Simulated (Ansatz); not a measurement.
Start from BeS in the zinc blende structure (space group F-43m, No. 216).

```xyz
2
Lattice="0.0000 2.4380 2.4380 2.4380 0.0000 2.4380 2.4380 2.4380 0.0000" Properties=species:S:1:pos:R:3 pbc="T T T"
S      3.6570     3.6570     3.6570
Be     0.0000     0.0000     0.0000
```

Level of theory: Ansatz (an electronic-structure program) PBE, without spin-orbit coupling.

Base values:

- Hole mass = 0.34, 0.57, 0.57 mₑ (at Γ)

It is then changed as follows: an isotropic linear strain of −2.31 %, atoms relaxed at fixed cell.

Question: What does the calculation give for the energy relative to the base, mean gap deformation potential ΔEg/Δln V and hole mass after the change?

Answer: The energy rises by 22 meV/atom; the mean gap deformation potential ΔEg/Δln V is +2.3 eV; the hole mass (degenerate bands, along [100]) changes from 0.34, 0.57, 0.57 mₑ (at Γ) to 0.35, 0.53, 0.53 mₑ (at Γ).

Effective masses come from finite differences of ±0.01 Å⁻¹. Semilocal Kohn–Sham gaps tend to fall short of experiment. Whether these cells are dynamically stable was not tested.
